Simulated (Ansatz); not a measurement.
C (Fd-3m): band-edge transport data

Input:

```xyz
2
Lattice="0.0000 1.7769 1.7769 1.7769 0.0000 1.7769 1.7769 1.7769 0.0000" Properties=species:S:1:pos:R:3 pbc="T T T"
C      0.0000     0.0000     0.0000
C      0.8885     0.8885     0.8885
```

The numbers are results of r2SCAN, rigid bands (plane waves, PAW, scalar-relativistic; Ansatz, a first-principles code), not measurements. Cell: cell and atoms relaxed with PBEsol.

```yaml
band_gap: 4.38 eV
electron conductivity mass (300 K, dilute): 0.39 mₑ
hole conductivity mass (300 K, dilute): 0.46 mₑ
effective density of states N_c (300 K): 5.5e19 cm⁻³
effective density of states N_v (300 K): 3.8e19 cm⁻³
density_of_states_mass_electrons: 1.68 mₑ
density_of_states_mass_holes: 1.31 mₑ
Seebeck coefficient, n-type 1e19 cm⁻³, 300 K: -359 μV/K
best n-type power factor at 300 K for τ = 10 fs (best axis; densities from 1e16 to 1e21 cm⁻³ tried, whether or not they can be reached): 22 μW/(cm·K²) at 3e20 cm⁻³
Seebeck coefficient, p-type 1e19 cm⁻³, 300 K: 327 μV/K
best p-type power factor at 300 K for τ = 10 fs (best axis; densities from 1e16 to 1e21 cm⁻³ tried, whether or not they can be reached): 13.0 μW/(cm·K²) at 1e20 cm⁻³
```

Rigid bands; masses and Seebeck coefficients take one relaxation time τ for all states and one kind of carrier; polarons and phonon drag are left out. Spin-orbit coupling is left out. Geometry: cell and atoms relaxed with PBEsol.
